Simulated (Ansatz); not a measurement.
Some atoms of an NVE trajectory of Mo, cell Mo48, brought to this temperature after a much hotter stage, below the measured melting point of 2896 K (tabulated, unchecked) (supercooled) [in the run: it was liquid; mean temperature 2506 K (target 2610 K); density 8.92 g/cm³; mean pressure -1.3 GPa against a target of 0]; time step 2.0 fs, velocity Verlet. These are PBE (plane waves, PAW; Ansatz, a program for electronic structure) values and carry that method's errors. On the run's last frame a denser k-mesh moved the forces by 0.078 eV/Å rms, the static pressure by -0.09 GPa and the free energy by -4 meV/atom, which is about how far such values are converged.

| atom | mass (u) | x y z (Å) | v (Å/fs) | F (eV/Å) |
|---|---|---|---|---|
| Mo14 | 95.950 | 2.90593 6.04488 6.08834 | -0.004767 0.004702 0.002125 | -0.2489 -1.9101 0.2700 |
| Mo17 | 95.950 | 2.45106 -1.04432 -3.32012 | -0.003033 -0.000937 -0.005437 | 0.8502 -0.7913 -0.9013 |
| Mo21 | 95.950 | 2.62954 10.93520 5.87795 | -0.003203 0.007321 -0.004114 | -0.2588 1.2392 0.9171 |
| Mo42 | 95.950 | 4.70705 0.37626 5.08757 | 0.002951 0.001295 -0.004513 | 2.6673 -0.7864 0.6896 |

Task: Give their positions one step later.

Result: x' = x + vΔt + FΔt²/(2m), with 1 eV/(Å·u) = 0.0096485 Å/fs².
```tsv
atom	x' y' z' (Å)
Mo14	2.89635 6.05390 6.09265
Mo17	2.44517 -1.04635 -3.33117
Mo21	2.62308 10.95009 5.86991
Mo42	4.71349 0.37869 5.07869
```
